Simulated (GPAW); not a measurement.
GPAW run on Sr₃Zn (Pm-3m, 4 atoms in the cell): self-consistent single point.

Computed with PBEsol, GPAW PAW datasets PBEsol (made by gpaw-setup) (plane waves; GPAW).

```
CELL_PARAMETERS angstrom
      5.46131     0.00000     0.00000
      0.00000     5.46131     0.00000
      0.00000     0.00000     5.46131
ATOMIC_POSITIONS crystal
  Sr 0.50000 0.00000 0.50000
  Sr 0.00000 0.50000 0.50000
  Sr 0.50000 0.50000 0.00000
  Zn 0.00000 0.00000 0.00000
```

Reference input (self-consistent single point, DFT PBEsol, plane waves, GPAW PAW datasets PBEsol (made by gpaw-setup)): mode = pw; ecut = 850 eV; xc = PBEsol; kpts = 5 5 5; mesh shift (steps) = 0 0 0; occupations.name = fermi-dirac; occupations.width = 0.05 eV; nbands = -12; convergence.density = 1e-05 e/electron; convergence.energy = 1e-05 eV/electron; symmetry.symmorphic = false; symmetry.tolerance = 0.0005. This run's input differs from it in these lines:

```diff
@@ -14,3 +14,3 @@
 
-calc = GPAW(mode=PW(850),
+calc = GPAW(mode=PW(510),
             xc='PBEsol',
```

Log, with long lists cut:

```
     iter     time        total  log10-change:
                         energy   eigst   dens
iter:   1 --:--:--    -6.746854
iter:   2 --:--:--    -6.927692   -0.94  -1.46
iter:   3 --:--:--    -6.826791   -1.82  -1.50
iter:   4 --:--:--    -6.872347   -1.63  -1.63
iter:   5 --:--:--    -6.805906   -2.52  -1.90
   [... 2 lines left out ...]
iter:   8 --:--:--    -6.794822   -3.82  -2.62
iter:   9 --:--:--    -6.794371   -4.83  -3.03
iter:  10 --:--:--    -6.794027   -3.54  -3.12
iter:  11 --:--:--    -6.793829   -5.24  -3.41
iter:  12 --:--:--    -6.793861c  -6.13  -3.56
iter:  13 --:--:--    -6.793752c  -4.79  -3.61
iter:  14 --:--:--    -6.793752c  -5.66  -3.85
iter:  15 --:--:--    -6.793761c  -6.88  -4.01
iter:  16 --:--:--    -6.793774c  -5.84  -4.07
iter:  17 --:--:--    -6.793773c  -6.39  -4.21
iter:  18 --:--:--    -6.793768c  -7.79c -4.46
iter:  19 --:--:--    -6.793764c  -8.65c -4.77
iter:  20 --:--:--    -6.793758c  -6.63  -4.89
iter:  21 --:--:--    -6.793758c  -8.16c -5.18c
Converged after 21 iterations.

Dipole moment: (-0.000000, -0.000000, -0.000000) |e|*Ang

Energy contributions relative to reference atoms: (reference = -308156.502545)

Kinetic:         -2.864802
Potential:      +10.030755
External:        +0.000000
XC:             -13.381472
Entropy (-ST):   -0.052680
Local:           -0.551899
SIC:             +0.000000
--------------------------
Free energy:     -6.820098
Extrapolated:    -6.793758

Showing only first 2 kpts
 Kpt  Band  Eigenvalues  Occupancy
  0    19      4.22203    0.12658
  0    20      4.22203    0.12658
  0    21      4.87537    0.00000
  0    22      4.87537    0.00000

  1    19      3.62001    1.99983
  1    20      4.49241    0.00061
  1    21      4.62232    0.00005
  1    22      4.62232    0.00005

Fermi level: 4.08730

No gap
No difference between direct/indirect transitions
Energy (eV): -6.793758

Forces in eV/Ang:
  0 Sr    0.00000    0.00000    0.00000
  1 Sr    0.00000    0.00000    0.00000
  2 Sr    0.00000   -0.00000    0.00000
  3 Zn   -0.00000   -0.00000    0.00000

Stress tensor:
     0.004727    -0.000000     0.000000
    -0.000000     0.004727     0.000000
     0.000000     0.000000     0.004727
Stress (GPa, Voigt): [ 0.7574  0.7574  0.7574  0.      0.     -0.    ]
```

The run converged in 21 iterations. GPAW prints stress with tension positive. Against the reference run the free energy goes up by 4.1 meV/atom and the pressure hardly changes (-0.66 to -0.76 GPa).

The starting cell comes from a database of computed structures (which also holds hypothetical and non-ambient phases and stackings), without a prior relaxation at this level. Its lattice was rescaled by a random factor within 2.5 % of one.
